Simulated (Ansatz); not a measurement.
# Element substitutions in Sn

Base system: Sn (space group I4_1/amd, No. 141; a = 5.886 Å, c = 3.184 Å).

Each row replaces one element on all its sites; cell and atoms are relaxed.

Computed with r2SCAN, PAW, 500 eV (Ansatz, a quantum-chemistry and plane-wave program; scalar-relativistic without spin-orbit coupling).

Candidates:
(a) Sn → Si
(b) Sn → Pb
(c) Sn → Mo

Before the change:

| Property | Value |
|---|---|
| Lattice parameter a | 5.886 Å |

**Question.** Order them by lattice parameter a, lowest first.

**Answer.** (a) Sn → Si (4.792 Å), (c) Sn → Mo (5.030 Å), (b) Sn → Pb (6.210 Å)

Whether these cells are dynamically stable was not tested. As relaxed here, Pb and Mo are hypothetical phases, not in the database extracts checked. For Si in this form, whether it has been made was not checked. The final runs are not spin-polarised. This is not the structure that Si has at room temperature and ambient pressure.
